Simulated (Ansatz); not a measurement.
Take HgTe in the zinc blende structure (space group F-43m, No. 216; a = 6.573 Å) as the base.

Level of theory: r2SCAN (Ansatz, a first-principles code, PAW, no SOC).

Base values:

| Quantity | Result |
|---|---|
| Pressure | 0.0 GPa |
| Band gap | zero |

Perturbation: an isotropic linear strain of −2.00 %; the atoms relax in the strained cell.

Q: What happens to the energy relative to the base?

A: The energy grows by 17 meV/atom.

Q: What does the calculation give for the pressure after the change?

A: The pressure goes from zero to 2.8 GPa.

Q: How does this affect the band gap?

A: The band gap stays zero.

With Hg and Te present, leaving out spin-orbit coupling can change the band edges. Whether these cells are dynamically stable was not tested. All final runs are without spin polarisation. The zero or small gap of HgTe can change with the level of theory.
